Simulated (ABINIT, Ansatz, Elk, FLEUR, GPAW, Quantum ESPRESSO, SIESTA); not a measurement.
KF (Fm-3m, 2 atoms in the cell) computed with different codes at matched settings

Self-consistent single point.

```
CELL_PARAMETERS angstrom
      0.00000     2.65627     2.65627
      2.65627     0.00000     2.65627
      2.65627     2.65627     0.00000
ATOMIC_POSITIONS crystal
  K  0.00000 0.00000 0.00000
  F  0.50000 0.50000 0.50000
```

Shared settings, as Ansatz (a program for electronic structure) writes them: kpoints.mp_grid.grid = 7 7 7; scf.occupations.method = fixed. Potentials and cutoffs stand in the table.

| code | model | gap on the mesh (eV) | cutoff |
|---|---|---|---|
| ABINIT | PBE, norm-conserving pseudopotentials (PseudoDojo nc-sr-05 PBE standard) | 6.292 | 42 Ha |
| Elk | PBE, all-electron FP-LAPW, Elk's shipped species files, default APW+lo basis | 6.403 | default |
| SIESTA | GGA PBE, numerical atomic orbitals DZP, PseudoDojo PBE standard norm-conserving potentials (rewritten from UPF to PSML) | 5.614 | grid 300 Ry |
| Quantum ESPRESSO | PBE, PseudoDojo stringent norm-conserving (PBE) pseudopotentials | 6.292 | 85 Ry |
| GPAW | PBE, GPAW PAW datasets PBE (gpaw-data 1.0.1) | 6.273 | 950 eV |
| Ansatz | PBE, PAW files | 6.276 | default |
| FLEUR | PBE, all-electron FLAPW (FLEUR), scalar-relativistic valence | 6.433 | Kmax 3.8 1/bohr |

Gaps are read on the mesh.

The spread over the programs that give each value: gap on the mesh within 0.819 eV.

SIESTA uses small atom-centred bases, whose incompleteness enters pressures, forces and empty levels differently from a plane-wave cutoff. Elk and FLEUR treat all electrons, but the usual bases taken here (sphere radii, linearisation, local orbitals, empty states) were not tested for convergence, so the values are no reference for the others. In the pressure, SIESTA (by 2.74) lies more than 1 GPa from the median of the plane-wave programs. In the gap, SIESTA (by 0.670) and FLEUR (by 0.150) lie more than 0.12 eV from the median of the plane-wave programs.

On the base mesh (6 6 6) the same programs gave: Ansatz pressure 1.86 GPa, gap on the mesh 6.276 eV; Quantum ESPRESSO pressure 1.94 GPa, gap on the mesh 6.292 eV; ABINIT pressure 1.93 GPa, gap on the mesh 6.292 eV; GPAW gap on the mesh 6.273 eV; Elk gap on the mesh 6.403 eV; FLEUR gap on the mesh 6.433 eV; SIESTA pressure -1.03 GPa, gap on the mesh 5.604 eV.

The starting cell comes from a database of computed structures (which also holds hypothetical and non-ambient phases and stackings), without a prior relaxation at this level. Its lattice was rescaled by a random factor within 2.5 % of one.

Left out of this page: CP2K (on another mesh).

Keys are those of Ansatz 0.2.
